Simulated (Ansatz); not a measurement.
**Pressure series in Ge**

The parent structure is Ge in the diamond structure (space group Fd-3m, No. 227; a = 5.7617 Å).

Cell and atoms are relaxed at each pressure.

All numbers come from PBE, PAW, 420 eV (Ansatz, a program for electronic structure; scalar-relativistic without spin-orbit coupling).

Notes on the quantities. enthalpy: H = E + PV relative to the base's energy.

```tsv
change	lattice parameter a	enthalpy
base	5.762 Å	–
pressure −2 GPa	5.833 Å	-0.30 eV/atom
pressure −1 GPa	5.795 Å	-0.15 eV/atom
pressure 0.9 GPa	5.733 Å	+0.13 eV/atom
pressure 2.1 GPa	5.698 Å	+0.31 eV/atom
pressure 4.5 GPa	…	+0.65 eV/atom
pressure 9 GPa	…	+1.26 eV/atom
pressure 15 GPa	5.445 Å	+2.04 eV/atom
pressure 22.5 GPa	5.348 Å	+2.96 eV/atom
pressure 30 GPa	…	+3.83 eV/atom
```

Problem. Fill in the withheld entries from the trend.

Solution. 
- pressure 4.5 GPa, lattice parameter a: 5.637 Å
- pressure 9 GPa, lattice parameter a: 5.544 Å
- pressure 30 GPa, lattice parameter a: 5.268 Å

Load acts through the strain it causes; cell and atoms are relaxed under it. Whether these cells are dynamically stable was not tested. Measured, Ge leaves this structure (for the β-tin structure) near 10.6 GPa (room temperature; as listed in arXiv:1906.07825).
